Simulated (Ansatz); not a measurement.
Functionals compared on a constructed model of the (111) surface of fcc Au, a pseudomorphic layer of Os in the host's stacking (bottom of the slab: a bare face, its two planes held), in Ansatz (plane waves, PAW). The structure was relaxed with PBE; the other rows are single points on it. Cutoff 420 eV (500 eV for r2SCAN).

Model: 7-atom slab, 14.4 Å thick at the start, 15x15x1 mesh, Fermi-Dirac 0.1 eV, dipole correction, 2 atoms held, the rest relaxed; start symmetry kept, larger cells not searched; no spin, no spin-orbit, no U. It is one candidate, not shown to be the stable structure of the face. These notes are the PBE run's.

```tsv
functional	work function of the top face (eV)	rough cost of the single point
PBE	5.72	–
RPBE	5.58	very roughly 20 core-seconds
r2SCAN	…	very roughly 50 core-seconds
```

Problem. What belongs in the gaps?

Solution. 
- r2SCAN, work function of the top face (eV): 5.86

Ansatz is a program for electronic structure.
